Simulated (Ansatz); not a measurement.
**WGe (model structure, started from the FeB type, Pnma, No. 62, 8 atoms in the cell)**

Level of theory: PBE (Ansatz, a quantum-chemistry and plane-wave program, plane waves, PAW).

Numerical settings: plane-wave cutoff 500 eV, 6×10×8 k mesh (along the axes of the cell as run), Fermi–Dirac smearing 0.05 eV, no spin polarisation, scalar-relativistic PAW data made under PBE.

Cell (relaxed at this level):

```xyz
8
Lattice="5.8346 0.0000 0.0000 0.0000 4.4194 0.0000 0.0000 0.0000 4.8630" Properties=species:S:1:pos:R:3 pbc="T T T"
W      1.0527     1.1049     0.7727
W      1.8647     3.3146     3.2042
W      4.7820     3.3146     4.0903
W      3.9700     1.1049     1.6588
Ge     0.2856     1.1049     3.2451
Ge     2.6317     3.3146     0.8135
Ge     5.5491     3.3146     1.6180
Ge     3.2029     1.1049     4.0495
```

For WGe (model structure, started from the FeB type, Pnma, No. 62, 8 atoms in the cell), the band gap comes out as none.

Note: the relaxation could raise the start's symmetry but not lower it, so the cell can be a saddle point.

Spin–orbit coupling is not included.

Static lattice: no zero-point or thermal effects.

A model structure was made by putting elements into a prototype or built by hand; it is no filed structure, need not be a known phase, and can be a saddle point held by its symmetry.
